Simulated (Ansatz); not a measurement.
**What a tighter setting buys: kpoints.mp_grid.grid, MgI₂ (P-3m1, 3 atoms in the cell)**

```yaml
crystal:
  lattice:
    - [4.19484, 0.00000, 0.00000]
    - [-2.09742, 3.63284, 0.00000]
    - [0.00000, 0.00000, 7.10431]
  atoms:
    - { symbol: Mg, position: [0.00000, 0.00000, 0.00000] }
    - { symbol: I, position: [0.33333, 0.66667, 0.23408] }
    - { symbol: I, position: [0.66667, 0.33333, 0.76592] }
```

Method of the run: PBE0, PAW files made with PBE (plane waves; Ansatz, a first-principles code).

Base settings: basis.ecutwfc = 420 eV; kpoints.mp_grid.grid = 5 5 3; hamiltonian.xc = pbe0; hamiltonian.pseudopotentials = {kind: paw} (the program's default PAW files); scf.occupations.method = fixed.

Misses are taken against the tightest run, 6 6 3, which need not be fully converged itself. The energy is the free energy per atom.

Core times come from one kind of shared machine and are given to one figure; runs under 30 s give none.

The starting cell comes from a database of computed structures (which also holds hypothetical and non-ambient phases and stackings), without a prior relaxation at this level. Its lattice was rescaled by a random factor within 2.5 % of one. Ansatz's pressure includes its estimate of the finite-basis (Pulay) stress.

```tsv
kpoints.mp_grid.grid	energy less reference (meV/atom)	pressure less reference (GPa)	largest difference in the force on any atom (eV/Å)	core time / reference (rough)
2 2 1	250.26	2.08	0.069	–
3 3 2	36.49	0.47	0.025	–
4 4 2	5.73	0.09	0.005	0.4
5 5 3	0.86	0.02	0.001	0.7
6 6 3	0.00	0.00	0.000	1
```

Coarsest setting among those run that, with all tighter ones, holds the energy within 10 meV/atom of the reference: 4 4 2, off by 5.7 meV/atom; it needs about 0.4 of the reference's time.

Coarsest setting among those run that, with all tighter ones, holds the energy within 2 meV/atom of the reference: 5 5 3, off by 0.86 meV/atom; its saving against the reference is no more than about a factor of 2 in time.

Keys are those of Ansatz 0.2.
